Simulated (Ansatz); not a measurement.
```yaml
crystal:
  lattice:
    - [33.50000, 0.00000, 0.00000]
    - [0.00000, 14.50000, 0.00000]
    - [0.00000, 0.00000, 5.49579]
  atoms:
    - { symbol: S, position: [0.16486, 0.39274, 0.65761] }
    - { symbol: Mo, position: [0.17267, 0.50000, 0.35630] }
    - { symbol: S, position: [0.16486, 0.60726, 0.65761] }
    - { symbol: S, position: [0.21511, 0.38985, 0.16173] }
    - { symbol: Mo, position: [0.21218, 0.50000, 0.84209] }
    - { symbol: S, position: [0.21511, 0.61015, 0.16173] }
    - { symbol: S, position: [0.26110, 0.39441, 0.66748] }
    - { symbol: Mo, position: [0.26212, 0.50000, 0.32743] }
    - { symbol: S, position: [0.26110, 0.60559, 0.66748] }
    - { symbol: S, position: [0.30994, 0.39207, 0.16645] }
    - { symbol: Mo, position: [0.30980, 0.50000, 0.83329] }
    - { symbol: S, position: [0.30994, 0.60793, 0.16645] }
    - { symbol: S, position: [0.35718, 0.39192, 0.66695] }
    - { symbol: Mo, position: [0.35731, 0.50000, 0.33384] }
    - { symbol: S, position: [0.35718, 0.60808, 0.66695] }
    - { symbol: S, position: [0.40489, 0.39222, 0.16679] }
    - { symbol: Mo, position: [0.40479, 0.50000, 0.83282] }
    - { symbol: S, position: [0.40489, 0.60778, 0.16679] }
    - { symbol: S, position: [0.45241, 0.39213, 0.66679] }
    - { symbol: Mo, position: [0.45247, 0.50000, 0.33322] }
    - { symbol: S, position: [0.45241, 0.60787, 0.66679] }
    - { symbol: S, position: [0.50000, 0.39208, 0.16675] }
    - { symbol: Mo, position: [0.50000, 0.50000, 0.83328] }
    - { symbol: S, position: [0.50000, 0.60792, 0.16675] }
    - { symbol: S, position: [0.54759, 0.39213, 0.66679] }
    - { symbol: Mo, position: [0.54753, 0.50000, 0.33322] }
    - { symbol: S, position: [0.54759, 0.60787, 0.66679] }
    - { symbol: S, position: [0.59511, 0.39222, 0.16679] }
    - { symbol: Mo, position: [0.59521, 0.50000, 0.83282] }
    - { symbol: S, position: [0.59511, 0.60778, 0.16679] }
    - { symbol: S, position: [0.64282, 0.39192, 0.66695] }
    - { symbol: Mo, position: [0.64269, 0.50000, 0.33384] }
    - { symbol: S, position: [0.64282, 0.60808, 0.66695] }
    - { symbol: S, position: [0.69006, 0.39207, 0.16645] }
    - { symbol: Mo, position: [0.69020, 0.50000, 0.83329] }
    - { symbol: S, position: [0.69006, 0.60793, 0.16645] }
    - { symbol: S, position: [0.73890, 0.39441, 0.66748] }
    - { symbol: Mo, position: [0.73788, 0.50000, 0.32743] }
    - { symbol: S, position: [0.73890, 0.60559, 0.66748] }
    - { symbol: S, position: [0.78489, 0.38985, 0.16173] }
    - { symbol: Mo, position: [0.78782, 0.50000, 0.84209] }
    - { symbol: S, position: [0.78489, 0.61015, 0.16173] }
    - { symbol: S, position: [0.83514, 0.39274, 0.65761] }
    - { symbol: Mo, position: [0.82733, 0.50000, 0.35630] }
    - { symbol: S, position: [0.83514, 0.60726, 0.65761] }
```

Levels: PBE (plane waves to 420 eV, PAW; Ansatz, a program for electronic structure); PBE with spin-orbit coupling in Ansatz; r2SCAN (plane waves to 500 eV, PAW; Ansatz). Unmarked values and the geometry are of the first. Mesh 1×1×6. No spin polarisation, so a magnetic state wasn't tested. Isolated but for its images some 11 Å away. A model structure. Symmetry and one short period hold its shape; lower forms weren't sought. Values not marked SOC lack spin–orbit coupling. Buckling under compression is shut out by symmetry and the short period.

Task: Say what this body is, and give its properties.

Result: Armchair MoS2 nanoribbon, N = 15, bare edges. An idealised model, cut from the flat sheet.
largest distance between nuclei across the axis: 22.67 Å
edge energy against the flat MoS2 sheet, per length of one edge: +0.715 eV/Å
PBE gap: 0.56 eV, direct at Γ
electron mass along the axis (PBE): 1.3 mₑ
hole mass along the axis (PBE): 1.5 mₑ
PBE+SOC gap at this geometry: 0.55 eV
r2SCAN gap at this geometry: 0.73 eV
axial stiffness dF/dε: 259 nN
